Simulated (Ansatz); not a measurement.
**F on the 1x1 (0001) surface of hcp Ru, one in a 3x3 cell, started at the site 'hollow Ru-Ru-Ru over Ru at depth 2.1 Å'**

Method: PBE (plane waves to 420 eV, PAW; Ansatz, a quantum-chemistry and plane-wave program).

Model: 37-atom slab, 6.3 Å thick at the start under the adsorbate (thin: gaps and levels are the slab's own), 4x4x1 mesh, Fermi-Dirac 0.1 eV, dipole correction, 18 atoms held, the rest relaxed; symmetry of the start imposed; no spin, no spin-orbit, no U, no dispersion correction. At the end it is bonded to 3 Ru. In PBE this state lies 0.07 eV over the lowest of the starts that converged ('bridge Ru-Ru (span 2.7 Å)').

```yaml
adsorption energy against ½ F2(g): -276 kJ/mol
work_function_of_the_top_face: 5.22 eV
change_of_the_work_function: 0.22 eV
change_of_the_step_from_the_bottom_to_the_top_vacuum_level_against_the_clean_slab: 0.23 eV
energy_released_by_relaxation: 0.43 eV
height of the binding atom over the mean of the host atoms within 0.3 Å of the top one: 165.7 pm
nearest_host_atoms_of_the_binding_atom: Ru at 2.28 Å, Ru at 2.28 Å, Ru at 2.28 Å
largest_move_of_a_host_atom: 0.03 Å
```

A negative adsorption energy means that the adsorbate is more stable on the surface than in its reference.
